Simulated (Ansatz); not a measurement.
## BaP$_{3}$ (space group C2/m, No. 12; a cell from a computed database, its experimental status unchecked)

```xyz
8
Lattice="5.8779 -3.8515 0.0000 5.8779 3.8515 0.0000 -1.8266 0.0000 4.4243" Properties=species:S:1:pos:R:3 pbc="T T T"
Ba     8.4621     0.0000     3.0346
Ba     1.4671     0.0000     1.3896
P      5.1636     0.0000     4.3238
P      4.7656     0.0000     0.1005
P      4.3689     1.7901     1.2903
P      5.5603    -1.7901     3.1339
P      5.5603     1.7901     3.1339
P      4.3689    -1.7901     1.2903
```

The values are results of r2SCAN, PAW, 500 eV (Ansatz, a quantum-chemistry and plane-wave program; no SOC), earlier PAW set, not measurements. k-mesh 5×5×8 (Γ-centred); smearing 0.05 eV (Fermi–Dirac).

| Quantity | Result |
|---|---|
| Volume per atom | 25.04 Å³ |
| Density | 3.82 g/cm³ |
| Band gap | 0.86 eV (uncertain: the edges found on the path are not clean extrema) |
| Total energy | -2061.362 eV/atom (σ→0; compares only within this code and set-up) |

Stability against distortions was not tested.
